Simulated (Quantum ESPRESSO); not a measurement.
## Convergence series on Mg₁₆Al₁₂Se (R3m, 29 atoms in the cell)

```
CELL_PARAMETERS angstrom
      7.37650    -4.25882     3.11060
      0.00000     8.51765     3.11060
     -7.37650    -4.25882     3.11060
ATOMIC_POSITIONS crystal
  Mg 0.00012 0.34602 0.00012
  Mg 0.00012 0.00012 0.34602
  Mg 0.34602 0.00012 0.00012
  Mg 0.97197 0.97197 0.97197
  Mg 0.68870 0.28991 0.68870
  Mg 0.68870 0.68870 0.28991
  Mg 0.28991 0.68870 0.68870
  Mg 0.41152 0.70690 0.41152
  Mg 0.41152 0.41152 0.70690
  Mg 0.70690 0.41152 0.41152
  Mg 0.32387 0.00266 0.59813
  Mg 0.59813 0.32387 0.00266
  Mg 0.00266 0.59813 0.32387
  Mg 0.59813 0.00266 0.32387
  Mg 0.00266 0.32387 0.59813
  Mg 0.32387 0.59813 0.00266
  Al 0.18881 0.80981 0.18881
  Al 0.18881 0.18881 0.80981
  Al 0.80981 0.18881 0.18881
  Al 0.35349 0.16419 0.35349
  Al 0.35349 0.35349 0.16419
  Al 0.16419 0.35349 0.35349
  Al 0.63681 0.01276 0.82445
  Al 0.82445 0.63681 0.01276
  Al 0.01276 0.82445 0.63681
  Al 0.82445 0.01276 0.63681
  Al 0.01276 0.63681 0.82445
  Al 0.63681 0.82445 0.01276
  Se 0.62850 0.62850 0.62850
```

Method: PBEsol, GBRV 1.5 ultrasoft (PBESOL) pseudopotentials (plane waves; Quantum ESPRESSO).

The starting cell comes from a database of computed structures (which also holds hypothetical and non-ambient phases and stackings), without a prior relaxation at this level. The run gives no clean gap (levels at the Fermi energy touch, overlap or are partly filled at this smearing), which alone does not show that the compound is a metal.

Held fixed: occupations = smearing; smearing = gauss; degauss = 0.0073499 Ry; potentials = {Mg: mg_pbesol_v1.4.uspp.F.UPF, Al: al_pbesol_v1.uspp.F.UPF, Se: se_pbesol_v1.uspp.F.UPF}; K_POINTS = automatic 3 3 3 0 0 0; conv_thr = 1e-09 Ry; mixing_beta = 0.7. Moved along with it: ecutrho.

ΔF is the free energy per atom less that of the last row (52 Ry).

```json
[
 {"ecutwfc": "16 Ry", "ΔF (meV/atom)": "13251.1", "pressure (GPa)": "-375.32", "largest force (eV/Å)": "0.167", "plane waves": "4285", "iterations": "14"},
 {"ecutwfc": "20 Ry", "ΔF (meV/atom)": "3438.1", "pressure (GPa)": "-125.69", "largest force (eV/Å)": "0.045", "plane waves": "5990", "iterations": "13"},
 {"ecutwfc": "24 Ry", "ΔF (meV/atom)": "833.7", "pressure (GPa)": "-40.28", "largest force (eV/Å)": "0.053", "plane waves": "7935", "iterations": "14"},
 {"ecutwfc": "28 Ry", "ΔF (meV/atom)": "173.4", "pressure (GPa)": "-12.10", "largest force (eV/Å)": "0.042", "plane waves": "9920", "iterations": "14"},
 {"ecutwfc": "32 Ry", "ΔF (meV/atom)": "27.2", "pressure (GPa)": "-3.55", "largest force (eV/Å)": "0.044", "plane waves": "12131", "iterations": "14"},
 {"ecutwfc": "36 Ry", "ΔF (meV/atom)": "3.7", "pressure (GPa)": "-1.47", "largest force (eV/Å)": "0.044", "plane waves": "14454", "iterations": "14"},
 {"ecutwfc": "40 Ry", "ΔF (meV/atom)": "2.1", "pressure (GPa)": "-1.20", "largest force (eV/Å)": "0.044", "plane waves": "16920", "iterations": "14"},
 {"ecutwfc": "46 Ry", "ΔF (meV/atom)": "1.17", "pressure (GPa)": "-1.26", "largest force (eV/Å)": "0.044", "plane waves": "20887", "iterations": "14"},
 {"ecutwfc": "52 Ry", "ΔF (meV/atom)": "0.00", "pressure (GPa)": "-1.23", "largest force (eV/Å)": "0.044", "plane waves": "25072", "iterations": "14"}
]
```

Largest force within 0.005 eV/Å of the last row: from ecutwfc = 28 Ry on; the one before it is off by 0.0087 eV/Å. The value it settles on is 0.044 eV/Å at this level of theory and with the other settings as held.
